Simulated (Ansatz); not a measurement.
Start from CdSe in the zinc blende structure (space group F-43m, No. 216; a = 6.082 Å).

One thing is altered: an isotropic linear strain of +1.46 %; the atoms relax in the strained cell.

The values are results of Ansatz (a first-principles code), PBEsol, PAW, cutoff 420 eV, spin-orbit coupling left out, not measurements.

Base, band edges from the VBM (valence, conduction): X -1.87, 3.01; W -2.25, 4.99; L -0.76, 2.29; Γ 0.00, 0.48; K -1.53, 3.61; U -1.53, 3.61 eV.

### Question
Give the band edges at the high-symmetry points of the new zone, measured from its valence-band maximum.

### Answer
| point | valence edge (eV) | conduction edge (eV) |
|---|---|---|
| Γ | 0.00 | 0.40 |
| X | -1.73 | 3.09 |
| U | -1.42 | 3.61 |
| K | -1.42 | 3.61 |
| L | -0.70 | 2.24 |
| W | -2.06 | 4.80 |

The gap is 0.40 eV, direct at Γ.

Semilocal Kohn–Sham gaps tend to fall short of experiment. Stability against distortions was not tested.
